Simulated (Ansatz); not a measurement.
# Sn: energy against strain

Sn (diamond, Fd-3m, 35.392 Å³/atom at rest, cube axes along x, y and z) under a strain ε along a cube axis (axis z), the other axes held. r2SCAN in Ansatz, a plane-wave DFT program (PAW, default set), 500 eV, 12×12×12 Γ-centred mesh, Fermi-Dirac smearing 0.05 eV; ions are relaxed within the symmetry of each cell.

Here s stands for strain and y for E less E0.

| strain (%) | E less E0 (meV/atom) |
|---|---|
| -1.50 | 1.66 |
| -1.00 | 0.73 |
| -0.50 | 0.18 |
| 0.00 | 0.00 |
| 0.50 | 0.19 |
| 1.00 | 0.74 |
| 1.50 | 1.65 |
| 3.00 | ? |

Fit y of the 7 rows that show it with a parabola. Least squares gives y = 0.000 + 0.0000·s + 0.7352·s². Residuals (row less fit): 0.006, -0.005, -0.004, 0.000, 0.006, 0.005, -0.004; standard error 0.006 (degrees of freedom: 4). Twice the quadratic coefficient over the volume, 2 × 0.7352 meV × 10⁴ × 0.1602 / 35.392 Å³, is the elastic constant C11 = 67 ± 0.2 GPa.

Q: Predict the withheld y at s = 3.00 from the fit, and compare with the calculation.

A: y = 0.000 + 0.0000 × 3.0 + 0.7352 × 3.0² = 6.617 meV/atom. The calculation gives 6.43 meV/atom, 0.187 meV/atom below the prediction (2.9 % of the range of y in the table). The row lies outside the fitted rows, so this is an extrapolation. From the scatter of the fitted rows alone, a prediction at this place has a standard error of 0.024 meV/atom, so the miss is 7.8 times that.

One order more, fitted to all 13 runs of the series, follows each within 0.01, so the miss is the next term of a smooth law. This level leaves no gap over 0.05 eV at strain -0.50, 0.00, 0.50, 1.00, 1.50, 3.00, where the mesh may be coarse. Sn is here grey tin, stable below 13 °C. Rows are the converged runs of the series near zero and its far end; series whose fitted rows scatter by over a few per cent of the range, as at a crossing or softening among them, aren't shown in this form. Most that stay on the fit to the last digits aren't either.
